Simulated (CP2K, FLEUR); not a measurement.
A CP2K input for a self-consistent single point of Zr₂Ni (I4/mcm, 6 atoms in the cell) (DFT PBEsol, GPW, DZVP-MOLOPT-SR-GTH basis, GTH-PBE potentials (GTH_POTENTIALS)):

```
&GLOBAL
  PROJECT zr2ni
  RUN_TYPE ENERGY_FORCE
  PRINT_LEVEL LOW
&END GLOBAL
&FORCE_EVAL
  METHOD Quickstep
  STRESS_TENSOR ANALYTICAL
  &DFT
    BASIS_SET_FILE_NAME BASIS_MOLOPT
    POTENTIAL_FILE_NAME GTH_POTENTIALS
    &QS
      METHOD GPW
      EPS_DEFAULT 1E-10
    &END QS
    &MGRID
      CUTOFF 600
      REL_CUTOFF 40
      NGRIDS 5
    &END MGRID
    &SCF
      SCF_GUESS ATOMIC
      EPS_SCF 1E-7
      MAX_SCF 100
      ADDED_MOS 14
      &DIAGONALIZATION
        ALGORITHM STANDARD
      &END DIAGONALIZATION
      &MIXING
        METHOD BROYDEN_MIXING
        ALPHA 0.3
        NBUFFER 10
        BETA 1.5
      &END MIXING
      &SMEAR ON
        METHOD FERMI_DIRAC
        ELECTRONIC_TEMPERATURE [K] 1578.21
      &END SMEAR
    &END SCF
    &KPOINTS
      SCHEME MONKHORST-PACK 5 5 5
    &END KPOINTS
    &XC
      &XC_FUNCTIONAL
        &PBE
          PARAMETRIZATION PBESOL
        &END PBE
      &END XC_FUNCTIONAL
    &END XC
    &PRINT
      &MO
        EIGENVALUES T
        OCCUPATION_NUMBERS T
        NDIGITS 8
        FILENAME mo
        &EACH
          QS_SCF 0
        &END EACH
        ADD_LAST NUMERIC
      &END MO
      &MULLIKEN OFF
      &END MULLIKEN
    &END PRINT
  &END DFT
  &SUBSYS
    &CELL
      A 5.27262400 0.00000000 0.00000000
      B -2.66899500 4.54719900 0.00000000
      C -1.30181400 -2.27360000 4.57565100
      PERIODIC XYZ
    &END CELL
    &COORD
      SCALED
      Zr       0.66441000     0.16441000     0.82882000
      Zr       0.33559000     0.83559000     0.17118000
      Zr       0.16441000     0.33559000     0.50000000
      Zr       0.83559000     0.66441000     0.50000000
      Ni       0.25000000     0.25000000     0.00000000
      Ni       0.75000000     0.75000000     0.00000000
    &END COORD
    &KIND Zr
      BASIS_SET DZVP-MOLOPT-SR-GTH
      POTENTIAL GTH-PBE-q12
    &END KIND
    &KIND Ni
      BASIS_SET DZVP-MOLOPT-SR-GTH
      POTENTIAL GTH-PBE-q18
    &END KIND
  &END SUBSYS
  &PRINT
    &FORCES ON
    &END FORCES
    &STRESS_TENSOR ON
    &END STRESS_TENSOR
  &END PRINT
&END FORCE_EVAL
```

Give the FLEUR input for the same structure, mesh, smearing and functional.

This is the input that was run; spellings and numerical settings could be chosen otherwise.

Input of the input generator:

```
Zr2Ni crystal
&input film=f /
-6.1141597433 6.1141597433 4.9509293787
6.1141597433 -6.1141597433 4.9509293787
6.1141597433 6.1141597433 -4.9509293787
1.0
1.0 1.0 1.0

6
40 0.6644100000 0.1644100000 0.8288200000
40 0.3355900000 0.8355900000 0.1711800000
40 0.1644100000 0.3355900000 0.5000000000
40 0.8355900000 0.6644100000 0.5000000000
28 0.2500000000 0.2500000000 0.0000000000
28 0.7500000000 0.7500000000 -0.0000000000

&comp jspins=1 /
&exco xctyp='PBEs' /
&kpt div1=5 div2=5 div3=5 /
&end /
```

```xml
<?xml version="1.0" encoding="UTF-8" standalone="no"?>
<fleurInput fleurInputVersion="0.39">
   <comment>
      Zr2Ni crystal                                                                                       
   </comment>
   <calculationSetup>
      <cutoffs Kmax="4.3" Gmax="17.2" GmaxXC="17.2" numbands="0"/>
      <scfLoop itmax="80" minDistance="0.00001" maxIterBroyd="15" imix="Anderson" alpha="0.05" precondParam="0.0" spinf="2.0"/>
      <coreElectrons ctail="T" frcor="F" kcrel="0" coretail_lmax="0"/>
      <xcFunctional name="PBEs" relativisticCorrections="F"/>
      <magnetism jspins="1"/>
      <soc l_soc="F" theta="0.0" phi="0.0" spav="F"/>
      <expertModes spex="0" secvar="F"/>
      <geometryOptimization l_f="T" forcealpha="1.0" forcemix="BFGS" epsdisp="0.00001" epsforce="0.00001"/>
      <ldaU l_linMix="F" mixParam="0.05" spinf="1.0"/>
   </calculationSetup>
   <cell>
      <bzIntegration valenceElectrons="80.0" mode="hist" fermiSmearingEnergy="0.00499791">
         <kPointListSelection listName="default-1"/>
         <!-- k-points included here -->
         <xi:include xmlns:xi="http://www.w3.org/2001/XInclude" href="kpts.xml"> </xi:include>
      </bzIntegration>
      <!-- symmetry operations included here -->
      <xi:include xmlns:xi="http://www.w3.org/2001/XInclude" href="sym.xml"> </xi:include>
      <bulkLattice scale="1.0">
         <bravaisMatrix>
            <row-1>   -6.1141597433000001     6.1141597433000001     4.9509293786999997</row-1>
            <row-2>    6.1141597433000001    -6.1141597433000001     4.9509293786999997</row-2>
            <row-3>    6.1141597433000001     6.1141597433000001    -4.9509293786999997</row-3>
         </bravaisMatrix>
      </bulkLattice>
   </cell>
   <atomSpecies>
      <species name="Zirconium (Zr)" element="Zr" atomicNumber="40">
         <mtSphere radius="2.60" gridPoints="895" logIncrement="0.014"/>
         <atomicCutoffs lmax="10" lnonsphr="8"/>
         <electronConfig flipSpins="F">
            <coreConfig>(1s1/2) (2s1/2) (2p1/2) (2p3/2) (3s1/2) (3p1/2) (3p3/2) (3d3/2) (3d5/2)</coreConfig>
            <valenceConfig>(4s1/2) (4p1/2) (4p3/2) (5s1/2) (4d3/2) (4d5/2)</valenceConfig>
            <stateOccupation state="(4d3/2)" spinUp="0.4" spinDown="0.4"/>
            <stateOccupation state="(4d5/2)" spinUp="0.6" spinDown="0.6"/>
         </electronConfig>
         <energyParameters s="5" p="5" d="4" f="4"/>
         <lo type="SCLO" l="0" n="4" eDeriv="0"/>
         <lo type="SCLO" l="1" n="4" eDeriv="0"/>
      </species>
      <species name="Nickel (Ni)" element="Ni" atomicNumber="28">
         <mtSphere radius="2.36" gridPoints="813" logIncrement="0.015"/>
         <atomicCutoffs lmax="10" lnonsphr="8"/>
         <electronConfig flipSpins="F">
            <coreConfig>(1s1/2) (2s1/2) (2p1/2) (2p3/2) (3s1/2)</coreConfig>
            <valenceConfig>(3p1/2) (3p3/2) (4s1/2) (3d3/2) (3d5/2)</valenceConfig>
            <stateOccupation state="(3d3/2)" spinUp="1.6" spinDown="1.6"/>
            <stateOccupation state="(3d5/2)" spinUp="2.4" spinDown="2.4"/>
         </electronConfig>
         <energyParameters s="4" p="4" d="3" f="4"/>
         <lo type="SCLO" l="1" n="3" eDeriv="0"/>
      </species>
   </atomSpecies>
   <atomGroups>
      <atomGroup species="Zirconium (Zr)">
         <relPos label="                   1">-.3355900000 .1644100000 -.1711800000</relPos>
         <relPos label="                   2">.3355900000 -.1644100000 .1711800000</relPos>
         <relPos label="                   3">.1644100000 .3355900000 1.000/2.000</relPos>
         <relPos label="                   4">-.1644100000 -.3355900000 1.000/2.000</relPos>
         <force calculate="T" relaxXYZ="TTT"/>
      </atomGroup>
      <atomGroup species="Nickel (Ni)">
         <relPos label="                   5">1.000/4.000 1.000/4.000 .0000000000</relPos>
         <relPos label="                   6">-1.000/4.000 -1.000/4.000 .0000000000</relPos>
         <force calculate="T" relaxXYZ="TTT"/>
      </atomGroup>
   </atomGroups>
   <output dos="F" band="F" slice="F">
      <checks vchk="F" cdinf="F"/>
      <bandDOS minEnergy="-.5*Htr" maxEnergy="0.5*Htr" sigma="0.015" storeEVData="T"/>
      <vacuumDOS vacdos="F" integ="F" star="F" nstars="0" locx1="0.0" locy1="0.0" locx2="0.0" locy2="0.0" nstm="0" tworkf="0.0"/>
      <unfoldingBand unfoldBand="F" supercellX="1" supercellY="1" supercellZ="1"/>
      <plotting iplot="0" polar="F">
         <plot TwoD="T" vec1="  1.0  0.0  0.0" vec2="  0.0  1.0  0.0" vec3="  0.0  0.0  1.0" zero="  0.0  0.0  0.0" file="plot"/>
      </plotting>
      <chargeDensitySlicing numkpt="0" minEigenval="0.0" maxEigenval="0.0" nnne="0" pallst="F"/>
      <specialOutput eonly="F"/>
      <magneticCircularDichroism mcd="F" energyLo="-10.0" energyUp="0.0"/>
   </output>
  <!-- We include the file relax.xml here to enable relaxations (see documentation) -->
  <xi:include xmlns:xi="http://www.w3.org/2001/XInclude" href="relax.xml"> <xi:fallback/> </xi:include>
</fleurInput>
```

Basis, cutoffs, solver keys and any potentials are the target program's own. This input uses DFT, PBEsol, all-electron FLAPW (FLEUR), scalar-relativistic valence.

The starting cell comes from a database of computed structures (which also holds hypothetical and non-ambient phases and stackings), without a prior relaxation at this level. Its lattice was rescaled by a random factor within 2.5 % of one. For this run, on top of that: lattice scaled by 0.98.
